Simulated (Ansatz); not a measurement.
Input:

```
CELL_PARAMETERS angstrom
      4.20887     0.00000     0.00000
      0.00000     4.20887     0.00000
      0.00000     0.00000     7.03046
ATOMIC_POSITIONS crystal
  La 0.00000 0.50000 0.31868
  La 0.50000 0.00000 0.68132
  Si 0.00000 0.50000 0.83174
  Si 0.50000 0.00000 0.16826
  Ru 0.00000 0.00000 0.00000
  Ru 0.50000 0.50000 0.00000
```

The numbers are results of PBEsol, DFPT electron-phonon coupling, linearised Boltzmann equation (plane waves, PAW, scalar-relativistic; Ansatz, an electronic-structure program), not measurements. Cell: relaxed with this functional, without spin-orbit coupling.

### Question
Estimate the phonon-limited resistivity at 300 K, by direction if it differs.

### Answer
50 (x), 50 (y), 35 (z) μΩ·cm.

### Question
And the electrons' mean free path at that temperature?

### Answer
3.7 nm, weighted by the current that each state carries. Wires not much wider than this gain resistivity from their walls.

A metal at this level (no band gap). Only scattering by harmonic phonons is included (no impurities, grain boundaries, electron-electron scattering or thermal expansion). Spin-orbit coupling is left out. The run warned that the eigensolver left some states short of its tolerance. Halving the electron mesh (20x20x12) moves the resistivity by up to 2 % at 300 K, the mean free path by up to 2 %. Smearing 0.20 eV; phonons on a 3x3x2 q mesh, which this run doesn't test.

Formula and space group known from diffraction (Crystallography Open Database), not checked to be the room-temperature form: LaRuSi (P4/nmm).
